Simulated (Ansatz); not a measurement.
## WSe2: stress against strain

WSe2 (2H layered, P6_3/mmc, 18.695 Å³/atom at rest, c along z) under an equal strain ε in the (0001) plane with the normal axis free, as in a coherent film. PBEsol-D3(BJ) in Ansatz, a plane-wave DFT program (PAW, default set), 420 eV, 12×12×3 Γ-centred mesh, Fermi-Dirac smearing 0.05 eV; ions are relaxed within the symmetry of each cell. Stress is positive for a compressed cell.

Here s stands for strain and y for stress xx.

| strain (%) | stress xx (GPa) |
|---|---|
| -3.00 | ? |
| -1.20 | 3.26 |
| -0.60 | 1.59 |
| 0.00 | 0.00 |
| 0.60 | -1.51 |
| 1.20 | -2.95 |

The 5 complete rows are fitted with a straight line, y against s. Means: s 0, y 0.078. About the means, the sum of products is -9.3120 and the sum of squares of s is 3.6000; the slope is their ratio. Least squares gives y = 0.078 - 2.5867·s. Residuals (row less fit): 0.078, -0.040, -0.078, -0.036, 0.076; standard error 0.083 (degrees of freedom: 3). The slope gives the biaxial elastic modulus of this plane = 259 ± 4 GPa.

Problem. Predict the withheld y at s = -3.00 from the fit, and compare with the calculation.

Solution. y = 0.078 - 2.5867 × (-3.0) = 7.838 GPa. The calculation gives 8.78 GPa, 0.942 GPa above the prediction (8.0 % of the range of y in the table). The row lies outside the fitted rows, so this is an extrapolation. From the scatter of the fitted rows alone, a prediction at this place has a standard error of 0.160 GPa, so the miss is 5.9 times that.

One order more, fitted to all 11 runs of the series, follows each within 0.03, so the miss is the next term of a smooth law. Rows are the converged runs of the series near zero and its far end; series whose fitted rows scatter by over a few per cent of the range, as at a crossing or softening among them, aren't shown in this form. Most that stay on the fit to the last digits aren't either.
